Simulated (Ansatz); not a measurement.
Consider BeS in the zinc blende structure (space group F-43m, No. 216; a = 4.8761 Å).

Computed with PBE/PAW in Ansatz (a quantum-chemistry and plane-wave program), scalar-relativistic without spin-orbit coupling.

Strains are applied to the cell and any free atomic positions relax.

One change was made to it. Results:

The band gap falls by 0.103 eV to 3.04 eV; the energy goes up by 8.9 meV/atom; the electron mass becomes 0.82 mₑ along k, 0.28 mₑ across (at X) (base: 0.84 mₑ along k, 0.29 mₑ across (at X)); the width of the top valence band goes up by 0.22 eV to 3.49 eV.

Problem. Which of these changes matches the shifts?
(A) isotropic strain −1.00 %
(B) isotropic strain −1.50 %
(C) isotropic strain +3.00 %
(D) isotropic strain −2.00 %

Solution. B, isotropic strain −1.50 %. For comparison, the energy relative to the base in the other runs: isotropic strain −1.00 % gives +3.9 meV/atom; isotropic strain −2.00 % gives +16 meV/atom; isotropic strain +3.00 % gives +31 meV/atom.

Effective masses come from finite differences of ±0.01 Å⁻¹. Along k means along the line from Γ to the band edge. Stability against distortions was not tested.
